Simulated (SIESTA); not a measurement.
SIESTA run on ZrCu (P1, 2 atoms in the cell): relaxation of cell and atoms.

Method: SIESTA with GGA PBEsol, numerical atomic orbitals DZP, PseudoDojo PBEsol standard norm-conserving potentials (rewritten from UPF to PSML).

```yaml
crystal:
  lattice:
    - [3.25266, 0.00000, 0.00000]
    - [0.00000, 3.25266, 0.00000]
    - [0.00000, 0.00000, 3.25266]
  atoms:
    - { symbol: Zr, position: [0.49599, 0.49498, 0.51382] }
    - { symbol: Cu, position: [0.00401, 0.00502, 0.98618] }
```

Reference input (self-consistent single point, DFT, GGA PBEsol, numerical atomic orbitals DZP, PseudoDojo PBEsol standard norm-conserving potentials (rewritten from UPF to PSML)): XC.functional = GGA; XC.authors = PBEsol; potentials = PseudoDojo PBEsol standard; PAO.BasisSize = DZP; PAO.EnergyShift = 0.01 Ry; MeshCutoff = 350 Ry; kgrid.MonkhorstPack = 7 7 7; OccupationFunction = FD; ElectronicTemperature = 136 meV; MaxSCFIterations = 150; SCF.Mixer.Method = Pulay; SCF.Mixer.Weight = 0.25. This run's input differs from it in these lines:

```diff
@@ -41,2 +41,7 @@
 Diag.ParallelOverK           true
+MD.TypeOfRun                 Broyden
+MD.Steps                     40
+MD.MaxForceTol               0.02 eV/Ang
+MD.VariableCell              true
+MD.MaxStressTol              0.05 GPa
 WriteForces                  true
```

Output (repeated stretches shortened):

```
        iscf     Eharris(eV)        E_KS(eV)     FreeEng(eV)     dDmax    Ef(eV) dHmax(eV)
   scf:    1    -5653.094387    -6246.873078    -6247.226688  2.583888  0.928138110.725297
   scf:    2    -6315.263403    -6497.137452    -6497.169115  2.605568 -2.993281 45.312825
   scf:    3    -6530.307620    -6514.696756    -6514.766036  1.148608 -3.018053 28.898843
   scf:    4    -5871.035666    -6333.081828    -6333.495965  1.570687 -1.560585 88.504023
   scf:    5    -6479.033720    -6524.988875    -6525.109107  1.524806 -3.544955 16.597740
   [... 8 lines left out ...]
   scf:   14    -6530.237340    -6530.236573    -6530.388275  0.001006 -3.797006  0.202436
   scf:   15    -6530.237934    -6530.237769    -6530.389088  0.003314 -3.799298  0.043681
   scf:   16    -6530.237680    -6530.237741    -6530.389128  0.000591 -3.798869  0.000184
   scf:   17    -6530.237740    -6530.237741    -6530.389128  0.000004 -3.798865  0.000465
SCF Convergence by DM+H criterion
max |DM_out - DM_in|         :     0.0000042372
max |H_out - H_in|      (eV) :     0.0004654856
SCF cycle converged after 17 iterations

Using DM_out to compute the final energy and forces

siesta: E_KS(eV) =            -6530.2377

siesta: E_KS - E_eggbox =     -6530.2377

siesta: Atomic forces (eV/Ang):
     1    0.068831    0.085249   -0.228293
     2   -0.067030   -0.082523    0.229090
   Tot    0.001801    0.002726    0.000798
   Max    0.229090
   Res    0.146007    sqrt( Sum f_i^2 / 3N )
   Max    0.229090    constrained

Stress tensor Voigt[x,y,z,yz,xz,xy] (kbar):       59.22       59.39       60.91        1.62        1.38       -1.01
(Free)E + p*V (eV/cell)    -6531.6744
Target enthalpy (eV/cell)    -6530.3891

siesta: Stress tensor (static) (eV/Ang**3):
   [... lines left out ...]
siesta: Pressure (static):        -59.83893473  kBar
siesta: Pressure (total):        -59.83893473  kBar
No target stress found, assuming hydrostatic MD.TargetPressure.
Target stress (kBar)
outcell: Cell volume (Ang**3)        :     32.8075
        iscf     Eharris(eV)        E_KS(eV)     FreeEng(eV)     dDmax    Ef(eV) dHmax(eV)
siesta: Pressure (static):         -0.29682479  kBar
siesta: Pressure (total):         -0.29682479  kBar
outcell: Cell volume (Ang**3)        :     32.8075
siesta: FreeEng =     -6530.434899
   [... lines left out ...]
siesta:     0.000208    0.000118   -0.000143
siesta:     0.000118    0.000202   -0.000174
siesta:    -0.000143   -0.000174    0.000146

siesta: Cell volume =         32.807518 Ang**3

siesta: Pressure (static):
siesta:                Solid            Molecule  Units
siesta:          -0.00000202         -0.00000203  Ry/Bohr**3
siesta:          -0.00018526         -0.00018641  eV/Ang**3
siesta:          -0.29682479         -0.29865662  kBar
```

The run converged. 

Summary of the result:
| Quantity | Result |
|---|---|
| Free energy E − TS | -6530.4349 eV |
| Fermi level (on the code's own zero) | -3.84 eV |
| Pressure | -0.03 GPa |
| Largest force (vector length) | 0.006 eV/Å |
| Final cell | a = 3.202 Å, b = 3.202 Å, c = 3.201 Å, α = 90.03°, β = 90.03°, γ = 89.98° |
| Final volume per atom | 16.40 Å³ |
| Relaxation steps | 11 |

The starting cell comes from a database of computed structures (which also holds hypothetical and non-ambient phases and stackings), without a prior relaxation at this level. Its atoms were displaced at random from the sites of space group no. 221. Spin polarisation is off. Values carry the incompleteness of an atom-centred basis.

Cost on one core of a shared machine: roughly 5 min.
